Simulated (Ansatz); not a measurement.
Here is the system:

```yaml
crystal:
  lattice:
    - [4.53632, 0.00000, 0.00000]
    - [-2.26816, 3.92857, 0.00000]
    - [0.00000, 0.00000, 5.02176]
  atoms:
    - { symbol: Se, position: [0.21435, 0.00000, 0.83333] }
    - { symbol: Se, position: [0.00000, 0.21435, 0.16667] }
    - { symbol: Se, position: [0.78565, 0.78565, 0.50000] }
```

No spin polarisation.

Level of theory: plane-wave PAW DFT at the r2SCAN level (Ansatz, a program for electronic structure, 500 eV), no SOC, earlier PAW set. Γ-centred 9×9×7 mesh, Fermi–Dirac width 0.05 eV.

**Question.** Predict the smallest direct gap and pressure.

**Answer.** 
- Smallest direct gap = 1.50 eV
- Pressure (mean of the normal stresses, compression positive) = -3.5 kbar

The cells carry an imposed strain or load. No phonon test of stability was made. The cell was made from Se (space group P3_121, No. 152; made of chains) by this change: isotropic strain +0.66 %. No dispersion term is included, though the crystal is made of layers, chains or molecules, so its spacings can come out too wide.
